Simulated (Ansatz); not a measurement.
**How far PBE and r2SCAN part for CdSe, pressure 10 GPa**

Start from CdSe in the wurtzite structure (space group P6_3mc, No. 186; a = 4.3827 Å, c = 7.1545 Å).

(Cell as relaxed with PBE.)

Levels (all Ansatz, a program for electronic structure, PAW): PBE (420 eV, scalar-relativistic without spin-orbit coupling); r2SCAN (500 eV, no spin-orbit coupling).

Each level relaxes its own structure.

```json
[
 {"base": "volume per atom", "PBE": "29.75 Å³", "r2SCAN": "28.86 Å³"},
 {"base": "lattice parameter a", "PBE": "4.383 Å", "r2SCAN": "4.340 Å"},
 {"base": "band gap", "PBE": "0.54 eV", "r2SCAN": "1.11 eV"}
]
```

The change: a hydrostatic pressure of 10 GPa.

```csv
quantity,PBE,r2SCAN
volume per atom,25.46 Å³,25.06 Å³
band gap,0.87 eV,1.42 eV
shift of the gap caused by the change,+0.33 eV,+0.31 eV
electron mass,"0.076 mₑ along c, 0.081 mₑ across (at Γ)","0.11 mₑ along c, 0.12 mₑ across (at Γ)"
```

PBE's volume per atom lies 0.40 Å³ above r2SCAN's (1.6 %); PBE's band gap lies 0.55 eV below r2SCAN's. Neither level is exact; r2SCAN is the comparison here, not a measurement.

Load acts through the strain it causes; cell and atoms are relaxed under it. Masses are band curvatures over ±0.01 Å⁻¹ around the edge. No phonon test of stability was made. Measured, CdSe leaves this structure (for rock salt) near 2.72 GPa (temperature not stated; as listed in Datta, Sujoy, Jana, Debnarayan, arXiv (2020)), on rising pressure, with hysteresis.
